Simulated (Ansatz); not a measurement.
AlAs: isotropic strain +2.38 %

The parent structure is AlAs in the zinc blende structure (space group F-43m, No. 216; a = 5.728 Å).

Now apply this change: an isotropic linear strain of +2.38 %; the atoms relax in the strained cell.

The values are results of PBE (Ansatz, a first-principles code), without spin-orbit coupling, earlier PAW set, not measurements. Γ-centred 10×10×10 mesh, Fermi–Dirac width 0.05 eV.

| quantity | base | changed | shift |
|---|---|---|---|
| volume per atom | 23.49 Å³ | 25.21 Å³ | +1.72 Å³ |
| energy relative to the base (free energy F) | 0 meV/atom | +23 meV/atom | +23 meV/atom |
| pressure | 0.00 GPa | -4.06 GPa | -4.06 GPa |
| band gap | 1.50 eV | 1.25 eV | -0.259 eV |
| gap character | indirect, Γ → X | direct at Γ | – |
| electron mass | 0.90 mₑ along k, 0.24 mₑ across (at X) | 0.079 mₑ (at Γ) | – |
| hole mass (degenerate bands, along [100]) | 0.11, 0.49, 0.49 mₑ (at Γ) | 0.081, 0.52, 0.52 mₑ (at Γ) | – |
| valley order (the lowest conduction-band minima on the path, energy above the VBM, named in the base's zone) | X along ⟨100⟩ 1.50 eV; Γ 1.78 eV; L along ⟨111⟩ 2.02 eV | Γ 1.25 eV; X along ⟨100⟩ 1.61 eV; L along ⟨111⟩ 1.77 eV | – |

Effective masses come from finite differences of ±0.01 Å⁻¹. Along k means along the line from Γ to the band edge. Whether these cells are dynamically stable was not tested.
